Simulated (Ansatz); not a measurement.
System: cubic perovskite KMgF₃. Method: LDA in Ansatz (PAW).

Settings: plane-wave cutoff 520 eV, 6×6×6 k mesh, scalar-relativistic PAW data made under PBE.

The cell has the measured lattice: a = b = c = 3.9897 Å, α = β = γ = 90.00°.

Problem. Predict the elastic constant C12, polycrystal shear modulus (Hill average), Voigt–Reuss–Hill bulk modulus, Poisson ratio, elastic constant C11 and elastic constant C44.

Solution. 
- elastic constant C12: 33.9 GPa
- polycrystal shear modulus (Hill average): 44.7 GPa
- Voigt–Reuss–Hill bulk modulus: 64.4 GPa
- Poisson ratio: 0.218
- elastic constant C11: 125 GPa
- elastic constant C44: 44.0 GPa

Measured, for comparison: elastic constant C12 43.6 ± 0.2 GPa (temperature not stated, not corrected to a static lattice, our sources range from 39.6 to 43.6; as tabulated in Vaitheeswaran et al. (2007), arXiv:cond-mat/0703621); elastic constant C11 138 ± 0.2 GPa (temperature not stated, not corrected to a static lattice, our sources range from 132 to 138; as tabulated in Vaitheeswaran et al. (2007), arXiv:cond-mat/0703621); elastic constant C44 49.8 ± 0.08 GPa (temperature not stated, not corrected to a static lattice, our sources range from 48.5 to 49.8; as tabulated in Vaitheeswaran et al. (2007), arXiv:cond-mat/0703621). Computed (rounded) less measured: elastic constant C12 -22 % (-14 % to -22 % over the range), elastic constant C11 -9 % (-5 % to -9 % over the range), elastic constant C44 -12 % (-9 % to -12 % over the range).

Note: the cell isn't this level's own, so it is under some stress, which shifts stiffness and frequencies.

Elastic constants are with the ions relaxed.

Static lattice: no zero-point or thermal effects.

The result took around 50 core-seconds (rough).

Ansatz is a program for electronic structure.
